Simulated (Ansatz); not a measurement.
Base system: BeSe in the zinc blende structure (space group F-43m, No. 216; a = 5.082 Å).

It is then changed as follows: every lattice vector is stretched by 2.00 %; the atoms relax in the strained cell.

The values are results of Ansatz (a quantum-chemistry and plane-wave program), LDA, PAW, cutoff 420 eV, scalar-relativistic without spin-orbit coupling, not measurements.

Base, band edges from the VBM (valence, conduction): X -2.80, 2.40; W -3.50, 6.07; L -1.13, 4.39; Γ 0.00, 4.43; K -2.34, 3.61; U -2.34, 3.61 eV.

Question: Give the band edges at the high-symmetry points of the new zone, measured from its valence-band maximum.

Answer: 
```csv
point,valence edge (eV),conduction edge (eV)
Γ,0.00,4.00
X,-2.58,2.52
U,-2.16,3.66
K,-2.16,3.66
L,-1.04,4.17
W,-3.22,6.00
```

The gap is 2.52 eV, indirect, Γ → X.

Whether these cells are dynamically stable was not tested.
